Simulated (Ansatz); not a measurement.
## Electron-phonon data for MgB2 under load (space group P6/mmm)

Given:

```
MgB2
1.0
    2.99523     0.00000     0.00000
   -1.49761     2.59394     0.00000
    0.00000     0.00000     3.35236
Mg B
1 2
Direct
  0.00000   0.00000   0.00000
  0.66667   0.33333   0.50000
  0.33333   0.66667   0.50000
```

The numbers are results of PBEsol, DFPT electron-phonon coupling, linearised Boltzmann equation (plane waves, PAW, scalar-relativistic; Ansatz, a quantum-chemistry and plane-wave program), not measurements. Condition of this run: hydrostatic pressure 15 GPa (the target of the relaxation). How the cell was made: relaxed with this functional, without spin-orbit coupling, then loaded as said.

- resistivity at 300 K: 4.3 (x), 4.3 (y), 3.8 (z) μΩ·cm
- resistivity at 77 K: 0.041 (x), 0.041 (y), 0.037 (z) μΩ·cm
- electron mean free path at 300 K (weighted by the current that each state carries): 24 (x), 24 (y), 28 (z) nm
- electron-phonon coupling λ: 0.50
- transport coupling λ_tr: 0.47 (x), 0.47 (y), 0.36 (z)
- logarithmic mean phonon energy: 68 meV
- density of states at the Fermi level: 0.33 states/(eV·spin·cell)
- Drude plasma energy: 7.5 eV
- Tc for μ* = 0.10 (anisotropic Eliashberg): 22 K
- Tc for μ* = 0.13 (anisotropic Eliashberg): 17.7 K

A metal at this level (no band gap). Only scattering by harmonic phonons is included (no impurities, grain boundaries, electron-electron scattering or thermal expansion). Spin-orbit coupling is left out. The self-energy correction of the phonons between q points moved λ by about 3 %. The squared frequency of the phonon mode least converged on the k mesh is uncertain by about 17 %. Halving the electron mesh (32x32x24) moves the resistivity by up to 2 % at 300 K, the mean free path by up to 3 %, the coupling by up to 1 %, Tc by up to 1 %. Smearing 0.20 eV; phonons on a 5x5x4 q mesh, which this run doesn't test and which matters most at low temperature. Tc comes from the anisotropic Migdal-Eliashberg equations with μ*, a chosen number, referred to 76 meV.
